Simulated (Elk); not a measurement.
Input and output of a self-consistent single point for BaO (P4_2/mmc, 4 atoms in the cell) (Elk)

Computed with PBE, all-electron FP-LAPW, Elk's shipped species files, default APW+lo basis (Elk 10.2.4).

The input file:

```
tasks
  0

xctype
  20

rmtscf
  0.99

stype
  1

swidth
  0.00499791

maxscl
  100

avec
    7.3054336437    0.0000000000    0.0000000000
    0.0000000000    7.3054336437    0.0000000000
    0.0000000000    0.0000000000   12.8634564372

atoms
  2
  'Ba.in'
  2
  0.0000000000  0.5000000000  0.0000000000    0.0 0.0 0.0
  0.5000000000  0.0000000000  0.5000000000    0.0 0.0 0.0
  'O.in'
  2
  0.0000000000  0.0000000000  0.2500000000    0.0 0.0 0.0
  0.0000000000  0.0000000000  0.7500000000    0.0 0.0 0.0

ngridk
  5 5 3
```

Output (repeated stretches shortened):

```
│ Elk code version 10.2.4 │

All units are atomic (Hartree, Bohr, etc.)

│ Ground-state run starting from atomic densities │

Lattice vectors :
   7.305433644       0.000000000       0.000000000
   0.000000000       7.305433644       0.000000000
   0.000000000       0.000000000       12.86345644

Unit cell volume      :    686.5144467
Brillouin zone volume :   0.3613182718

Muffin-tin inner radius fraction :   0.1000000000E-01

Nuclei treated as point charges

Species :    1 (Ba)
 parameters loaded from : Ba.in
 name : barium
 nuclear charge    :   -56.00000000
 electronic charge :    56.00000000
 atomic mass :    250331.8069
 muffin-tin radius :    2.772000000
 number of radial points in muffin-tin :    697
 atomic positions (lattice), magnetic fields (Cartesian) :
   1 :   0.00000000  0.00000000  0.00000000    0.00000000  0.00000000  0.00000000
   2 :   0.50000000  0.50000000  0.50000000    0.00000000  0.00000000  0.00000000

Species :    2 (O)
 parameters loaded from : O.in
 name : oxygen
 nuclear charge    :   -8.000000000
 electronic charge :    8.000000000
 atomic mass :    29165.12202
 muffin-tin radius :    1.782000000
 number of radial points in muffin-tin :    297
 atomic positions (lattice), magnetic fields (Cartesian) :
   1 :   0.00000000  0.50000000  0.25000000    0.00000000  0.00000000  0.00000000
   2 :   0.00000000  0.50000000 -0.25000000    0.00000000  0.00000000  0.00000000

Total number of atoms per unit cell :    4

Spin treatment :
 spin-unpolarised

Number of Bravais lattice symmetries :   16
Number of crystal symmetries         :   16
Crystal has inversion symmetry
Real symmetric eigensolver will be used

k-point grid :      5     5     3
k-point offset :    0.000000000       0.000000000       0.000000000
k-point set is reduced with full crystal symmetry group
Total number of k-points :       12

Muffin-tin radius times maximum |G+k| :    7.000000000
 using average radius
Maximum |G+k| for APW functions       :    3.074220466
Maximum (1/2)|G+k|²                   :    4.725415735
Maximum |G| for potential and density :    12.00000000
 potential will be trimmed for |G| > 2 gkmax
Constant for pseudocharge density :    8
Radial integration step length :    4

G-vector grid sizes :     28    28    50
Number of G-vectors :    20041

Maximum angular momentum used for
 APW functions                      :    8
 outer part of muffin-tin           :    6
 inner part of muffin-tin           :    1

Total nuclear charge    :   -128.0000000
Total core charge       :    76.00000000
Total valence charge    :    52.00000000
Total excess charge     :    0.000000000
Total electronic charge :    128.0000000

Effective Wigner radius, rₛ :    1.085884667

Number of empty states         :   16
Total number of valence states :   42
Total number of core states    :   76

Total number of local-orbitals :   46

Exchange-correlation functional :     20     0     0
 Perdew-Burke-Ernzerhof, Phys. Rev. Lett. 77, 3865 (1996)
 gradient requirement :    1
 generalised gradient approximation (GGA)

Smearing type :    1
 Methfessel-Paxton order 1, Phys. Rev. B 40, 3616 (1989)
Smearing width :   0.4997910000E-02
Effective electronic temperature (K) :    1578.215154

Mixing type :    3
 Broyden mixing, J. Phys. A: Math. Gen. 17, L317 (1984)

Kohn-Sham potential initialised from atomic data

│ Self-consistent loop started │
│ Loop number : 1 │
 total energy                :     -16446.6253890
│ Loop number : 2 │
 total energy                :     -16446.5257334
RMS change in Kohn-Sham potential (target) :    1.207848035     (  0.1000000000E-05)
Absolute change in total energy (target)   :   0.9965563980E-01 (  0.1000000000E-03)
│ Loop number : 3 │
 total energy                :     -16446.2660370
RMS change in Kohn-Sham potential (target) :    1.192021569     (  0.1000000000E-05)
Absolute change in total energy (target)   :   0.2846102586     (  0.1000000000E-03)
│ Loop number : 4 │
 total energy                :     -16437.0615178
RMS change in Kohn-Sham potential (target) :   0.5623654303     (  0.1000000000E-05)
Absolute change in total energy (target)   :    9.275671832     (  0.1000000000E-03)
│ Loop number : 5 │
 total energy                :     -16432.3087752
RMS change in Kohn-Sham potential (target) :   0.2260403219     (  0.1000000000E-05)
Absolute change in total energy (target)   :    7.071660493     (  0.1000000000E-03)
│ Loop number : 6 │
 total energy                :     -16430.8586011
RMS change in Kohn-Sham potential (target) :   0.1212438062     (  0.1000000000E-05)
Absolute change in total energy (target)   :    3.218089220     (  0.1000000000E-03)
│ Loop number : 7 │
 total energy                :     -16429.5592470
RMS change in Kohn-Sham potential (target) :   0.2491528485E-01 (  0.1000000000E-05)
Absolute change in total energy (target)   :    2.103876463     (  0.1000000000E-03)
│ Loop number : 8 │
 total energy                :     -16429.6136093
RMS change in Kohn-Sham potential (target) :   0.1273590858E-01 (  0.1000000000E-05)
Absolute change in total energy (target)   :   0.4716067680     (  0.1000000000E-03)
│ Loop number : 9 │
 total energy                :     -16429.6241521
RMS change in Kohn-Sham potential (target) :   0.1877424869E-02 (  0.1000000000E-05)
Absolute change in total energy (target)   :   0.1073588774     (  0.1000000000E-03)
│ Loop number : 10 │
 total energy                :     -16429.6096530
RMS change in Kohn-Sham potential (target) :   0.2382940475E-03 (  0.1000000000E-05)
Absolute change in total energy (target)   :   0.4133886624E-01 (  0.1000000000E-03)
│ Loop number : 11 │
 total energy                :     -16429.6083542
RMS change in Kohn-Sham potential (target) :   0.1358095516E-03 (  0.1000000000E-05)
Absolute change in total energy (target)   :   0.1163353033E-01 (  0.1000000000E-03)
│ Loop number : 12 │
 total energy                :     -16429.6088850
RMS change in Kohn-Sham potential (target) :   0.2773999378E-04 (  0.1000000000E-05)
Absolute change in total energy (target)   :   0.2377508794E-02 (  0.1000000000E-03)
│ Loop number : 13 │
 total energy                :     -16429.6094509
RMS change in Kohn-Sham potential (target) :   0.1734803363E-04 (  0.1000000000E-05)
Absolute change in total energy (target)   :   0.2855704952E-04 (  0.1000000000E-03)
│ Loop number : 14 │
 total energy                :     -16429.6095678
RMS change in Kohn-Sham potential (target) :   0.2606008539E-05 (  0.1000000000E-05)
Absolute change in total energy (target)   :   0.1098170542E-03 (  0.1000000000E-03)
│ Loop number : 15 │
 total energy                :     -16429.6094729
RMS change in Kohn-Sham potential (target) :   0.5517944799E-06 (  0.1000000000E-05)
Absolute change in total energy (target)   :   0.6748372107E-04 (  0.1000000000E-03)
Convergence targets achieved

│ Loop number : 16 │

Energies :
 Fermi                       :     0.197772986581
 sum of eigenvalues          :     -10093.1921554
 electron kinetic            :      17526.0253051
 core electron kinetic       :      16963.1936655
 Coulomb                     :     -33541.4675862
 Coulomb potential           :     -27078.8896637
 nuclear-nuclear             :     -1191.15582454
 electron-nuclear            :     -37621.7338597
 Hartree                     :      5271.42209797
 Madelung                    :     -20002.0227544
 xc potential                :     -540.327796713
 exchange                    :     -407.571399694
 correlation                 :     -6.59577472418
 total energy                :     -16429.6094556

Density of states at Fermi energy :    1.170253359
 (states/Hartree/unit cell)

Estimated indirect band gap :   0.2106292504E-01
 from k-point      6 to k-point      1
Estimated direct band gap   :   0.3382213678E-01
 at k-point      1

Charges :
 core                        :    76.00000000
 valence                     :    52.00000000
 interstitial                :    5.352901683
 muffin-tins (core leakage)
  species :    1 (Ba)
   atom    1                 :    53.75468071     (  0.6527630276E-05)
   atom    2                 :    53.75468071     (  0.6527630276E-05)
  species :    2 (O)
   atom    1                 :    7.568868445     (  0.1051827025E-07)
   atom    2                 :    7.568868445     (  0.1051827025E-07)
 total in muffin-tins        :    122.6470983
 total calculated charge     :    128.0159566
 total charge                :    128.0000000
 error                       :   0.1595662257E-01

│ Self-consistent loop stopped │
```

The run converged in 16 iterations. The count includes the last loop, which Elk runs after its targets are met.

The starting cell was generated: these elements placed on a structure prototype, without a prior relaxation; it need not be a known phase or ordering of this composition. Values depend on the basis (sphere radii, cutoffs, local orbitals), which need not be converged.
